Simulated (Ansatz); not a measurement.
Ansatz (a program for electronic structure) run on NiPtF6 (R-3, 8 atoms in the cell): relaxation of cell and atoms.

Level of theory: PBEsol, PAW files made with PBE (plane waves; Ansatz).

```
NiPtF6
1.0
    2.45105     1.41511     4.54170
   -2.45105     1.41511     4.54170
    0.00000    -2.83022     4.54170
Ni Pt F
1 1 6
Direct
  0.00000   0.00000   0.00000
  0.50000   0.50000   0.50000
  0.90388   0.25259   0.59311
  0.09612   0.74741   0.40689
  0.59311   0.90388   0.25259
  0.40689   0.09612   0.74741
  0.25259   0.59311   0.90388
  0.74741   0.40689   0.09612
```
Moments meant for the start (each program seeds them in its own way; μB, in the order of the atoms Ni Pt F F F F F F): 2.0 0.0 0.0 0.0 0.0 0.0 0.0 0.0.

Reference input (self-consistent single point, DFT, PBEsol, plane waves, PAW files made with PBE): kpoints.mp_grid.grid = 4 4 4; hamiltonian.xc = pbesol; hamiltonian.pseudopotentials = {kind: paw} (the program's default PAW files); magnetization.spin_polarized = true; scf.occupations.method = fermi_dirac; scf.occupations.width = 0.02 eV. This run's input differs from it in these lines:

```diff
@@ -23,2 +23,4 @@
   occupations: { method: fermi_dirac, width: 0.02 eV }
+relax:
+  cell: {}
 output:
```

Output, abridged:

```
   [... SCF lines of the steps left out ...]
relax step   1: F+E_penalty+E_count = -22988.06361468 eV  Δ(F+E_penalty+E_count) = +0.000e0 eV  max|allowed force component| = 9.242e-2 eV/Å  Δτ_max = 0.0000 Å  P = -0.779 GPa  Ω = 94.517 Å³  (14 SCF iters, dr2 threshold 1.00e-7 eV, accepted)
relax step   2: F+E_penalty+E_count = -22988.06695309 eV  Δ(F+E_penalty+E_count) = -3.338e-3 eV  max|allowed force component| = 5.605e-2 eV/Å  Δτ_max = 0.0130 Å  P = -0.407 GPa  Ω = 94.852 Å³  energy of the carried Pulay correction = -1.091e-3 eV  [...]
   [... lines left out ...]
relax step   7: F+E_penalty+E_count = -22988.07024786 eV  Δ(F+E_penalty+E_count) = -1.876e-5 eV  max|allowed force component| = 4.399e-4 eV/Å  Δτ_max = 0.0003 Å  P = +0.003 GPa  Ω = 95.365 Å³  energy of the carried Pulay correction = +9.750e-6 eV  [...]
relax step   8: F+E_penalty+E_count = -22988.07021349 eV  Δ(F+E_penalty+E_count) = +3.437e-5 eV  max|allowed force component| = 4.422e-4 eV/Å  Δτ_max = 0.0000 Å  P = +0.002 GPa  Ω = 95.365 Å³  stress off target by 6.69e-3 GPa  SCF on the basis [...]
basis re-selected at this cell: Δ(F+E_penalty+E_count) = +3.437e-5 eV, ΔP = -0.000 GPa vs the last step
the relaxation is at rest under the 6 symmetry operations that the run kept from its start: a minimum is not shown …
the relaxation's final electronic state is not compared with the one that a single-point calculation of its input finds at the relaxed geometry …
   [... lines left out ...]
Absolute magnetization: 2.0797 μB (∫|ρ↑−ρ↓|, with the PAW one-centre terms)
Free energy (F): -22988.070213 eV
Fermi energy:    6.595075 eV
  cell:  # Å, volume = 95.3652 Å³
   [... lines left out ...]
    - { symbol: F, position: [0.6003943478852161, 0.8979067126242124, 0.25196103250125845] }
    - { symbol: F, position: [0.39960565211478394, 0.10209328737578766, 0.7480389674987417] }
    - { symbol: F, position: [0.25196103250125856, 0.6003943478852163, 0.8979067126242124] }
    - { symbol: F, position: [0.7480389674987417, 0.39960565211478394, 0.1020932873757876] }
```

The run converged. 

Summary of the result:
| Quantity | Value |
|---|---|
| Free energy E − TS (on the zero of these files) | -22988.0702 eV |
| Top of the valence band (on the code's own zero) | 6.13 eV |
| Gap on the k-point mesh | 0.96 eV |
| Pressure | 0.00 GPa |
| Size of the cell's spin moment | 2.00 μB |
| Final cell | a = 5.343 Å, b = 5.343 Å, c = 5.343 Å, α = 55.02°, β = 55.02°, γ = 55.02° |
| Final volume per atom | 11.92 Å³ |
| Relaxation steps | 8 |

The starting cell comes from a database of computed structures (which also holds hypothetical and non-ambient phases and stackings), without a prior relaxation at this level. Spin-orbit coupling is off. With one magnetic atom in the cell only a parallel order is possible. The relaxation keeps the symmetry of its start, so its end need not be a minimum. Ansatz's pressure includes its estimate of the finite-basis (Pulay) stress. Without the estimate this run gives -0.52 GPa.

Cost on one core of a shared machine: roughly 40 s.

Keys are those of Ansatz 0.2.
